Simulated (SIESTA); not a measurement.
Band structure of ScZn3 (P6_3/mmc, 8 atoms in the cell).

```xyz
8
Lattice="5.8068 0.0000 0.0000 -2.9034 5.0289 0.0000 0.0000 0.0000 4.2898" Properties=species:S:1:pos:R:3 pbc="T T T"
Sc     0.0000     3.3526     3.2173
Sc     2.9034     1.6763     1.0724
Zn     2.9034     3.4464     3.2173
Zn     0.0000     1.5824     1.0724
Zn    -1.5330     4.2377     1.0724
Zn     4.4364     0.7912     3.2173
Zn     1.3704     0.7912     3.2173
Zn     1.5330     4.2377     1.0724
```

Method of the run: SIESTA 5.4.2 with LDA PW92, numerical atomic orbitals DZP, PseudoDojo LDA standard norm-conserving potentials (rewritten from UPF to PSML).

Settings: XC.functional = LDA; XC.authors = PW92; potentials = PseudoDojo LDA standard; PAO.BasisSize = DZP; PAO.EnergyShift = 0.01 Ry; MeshCutoff = 400 Ry; kgrid.MonkhorstPack = 5 5 5; OccupationFunction = FD; ElectronicTemperature = 580.23 K; MaxSCFIterations = 150; SCF.Mixer.Method = Broyden; SCF.Mixer.Weight = 0.1; SCF.Mixer.History = 6; SCF.DM.Tolerance = 1.0E-04.

The starting cell comes from a database of computed structures (which also holds hypothetical and non-ambient phases and stackings), without a prior relaxation at this level. Its lattice was rescaled by a random factor within 2.5 % of one. Values carry the incompleteness of an atom-centred basis.

Levels in eV from the Fermi level, bands 67 to 72:
| point | 67 | 68 | 69 | 70 | 71 | 72 |
|---|---|---|---|---|---|---|
| Γ | -2.57 | -2.45 | -2.45 | -1.11 | 1.11 | 1.11 |
| M | -1.22 | -0.44 | -0.27 | -0.25 | 0.21 | 0.22 |
| K | -1.78 | -1.25 | -0.85 | 0.38 | 0.38 | 0.44 |
| A | -2.14 | -2.14 | -1.03 | -1.03 | -0.99 | -0.99 |
| L | -2.81 | -2.81 | -1.84 | -1.84 | 0.19 | 0.19 |
| H | -4.30 | -4.30 | -0.43 | -0.43 | -0.09 | -0.09 |

Bands cross the Fermi level along this path, so the cell is metallic at this level.

Higher empty bands are left out: an atom-centred basis made for the valence describes them poorly.
